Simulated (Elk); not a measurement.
Worked example: self-consistent single point of HfBe2 (P6/mmm, 3 atoms in the cell) in Elk.

Computed with LDA (PW92), spin-orbit coupling in second variation, all-electron FP-LAPW, Elk's shipped species files, APW+lo basis with extra local orbitals (Elk).

```
CELL_PARAMETERS angstrom
      3.77950     0.00000     0.00000
     -1.88975     3.27314     0.00000
      0.00000     0.00000     3.16996
ATOMIC_POSITIONS crystal
  Hf 0.00000 0.00000 0.00000
  Be 0.33333 0.66667 0.50000
  Be 0.66667 0.33333 0.50000
```

Reference input (self-consistent single point, DFT, LDA (PW92), all-electron FP-LAPW, Elk's shipped species files, APW+lo basis with extra local orbitals): xctype = 3; rgkmax = 7.5; stype = 0; swidth = 0.00183747 Ha; ngridk = 10 10 10; gmaxvr = 14 1/bohr; nxlo = 2; lorbcnd = true; lmaxi = 2. This run's input differs from it in these lines:

```diff
@@ -5,2 +5,5 @@
   3
+
+spinorb
+  .true.
 
@@ -20,2 +23,5 @@
   2
+
+nempty
+  10
```

The program printed (abridged):

```
│ Self-consistent loop started │
│ Loop number : 1 │
 total energy                :     -15101.2685079
 total moment                :   0.1026734109E-19  0.2441456818E-19 -0.3158882838E-20
│ Loop number : 2 │
 total energy                :     -15101.9435418
 total moment                :  -0.1540253176E-19 -0.2984875246E-20  0.1024246632E-19
RMS change in Kohn-Sham potential (target) :   0.1301296889     (  0.1000000000E-05)
Absolute change in total energy (target)   :   0.6750338769     (  0.1000000000E-03)
│ Loop number : 3 │
 total energy                :     -15106.1919637
   [... lines left out ...]
 total energy                :     -15118.0644502
 total moment                :   0.1129263298E-19 -0.3576945396E-21 -0.5809387040E-21
RMS change in Kohn-Sham potential (target) :   0.5320100606E-07 (  0.1000000000E-05)
Absolute change in total energy (target)   :   0.2477767230E-03 (  0.1000000000E-03)
│ Loop number : 15 │
 total energy                :     -15118.0644464
 total moment                :   0.3773115895E-19  0.3277012083E-20 -0.4211746359E-20
RMS change in Kohn-Sham potential (target) :   0.1513502461E-07 (  0.1000000000E-05)
Absolute change in total energy (target)   :   0.5808895003E-04 (  0.1000000000E-03)
Convergence targets achieved

│ Loop number : 16 │

Energies :
 Fermi                       :     0.265527038904
 xc effective B-field        :    -0.479381097638E-08
 external B-field            :      0.00000000000
 total energy                :     -15118.0644461
 (external B-field energy excluded from total)

Density of states at Fermi energy :    61.71226486
 (states/Hartree/unit cell)

Estimated indirect band gap :   0.8357760848E-03
 from k-point     44 to k-point     38
Estimated direct band gap   :   0.4249985952E-02
 at k-point     72

Charges :
 core                        :    50.00000000
 valence                     :    30.00000000
 interstitial                :    3.765022570
 muffin-tins (core leakage)
  species :    1 (Hf)
   atom    1                 :    70.49639370     (  0.3378853819E-06)
  species :    2 (Be)
   [... lines left out ...]
  species :    2 (Be)
   atom    1                 :   0.2802823291E-19  0.8659361154E-20  0.1084970563E-22
   atom    2                 :   0.2802823291E-19  0.8659361154E-20  0.1084970563E-22
 total in muffin-tins        :   0.5474066640E-19  0.1688591790E-19  0.1836858624E-21
 total moment                :   0.5463362617E-19  0.1689397465E-19  0.2182060246E-21

│ Self-consistent loop stopped │
```

The run converged in 16 iterations. The count includes the last loop, which Elk runs after its targets are met. 

The starting cell comes from a database of computed structures (which also holds hypothetical and non-ambient phases and stackings), without a prior relaxation at this level. Values depend on the basis (sphere radii, cutoffs, local orbitals), which need not be converged. The log's line on a gap gives a spacing of levels on this mesh, which the program prints for metals too.

Cost on one core of a shared machine: roughly 2 min.
